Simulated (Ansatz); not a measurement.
Band structure of Ba (Im-3m, 1 atom in the cell).

```xyz
1
Lattice="-2.5150 2.5150 2.5150 2.5150 -2.5150 2.5150 2.5150 2.5150 -2.5150" Properties=species:S:1:pos:R:3 pbc="T T T"
Ba     0.0000     0.0000     0.0000
```

Level of theory: PBE (plane waves, PAW; Ansatz, an electronic-structure program).

Settings: kpoints.mp_grid.grid = 12 12 12; hamiltonian.xc = pbe; hamiltonian.pseudopotentials = {kind: paw} (the program's default PAW files); scf.occupations.method = gaussian; scf.occupations.width = 0.1 eV; kpoints.band_path.npoints = 8.

The starting cell has typed, rounded lattice constants, without a prior relaxation at this level. Its lattice was rescaled by a random factor within 2.5 % of one.

Levels in eV from the Fermi level, bands 2 to 8:
| point | 2 | 3 | 4 | 5 | 6 | 7 | 8 |
|---|---|---|---|---|---|---|---|
| Γ | -13.84 | -13.84 | -13.84 | -2.73 | 1.83 | 1.83 | 1.83 |
| H | -14.15 | -14.15 | -14.15 | -0.52 | -0.52 | 3.99 | 3.99 |
| N | -14.28 | -13.98 | -13.84 | -0.87 | 0.70 | 1.21 | 3.18 |
| P | -14.06 | -14.06 | -14.06 | 0.52 | 0.52 | 0.52 | 3.51 |

Bands cross the Fermi level along this path, so the cell is metallic at this level.

Keys are those of Ansatz 0.2.
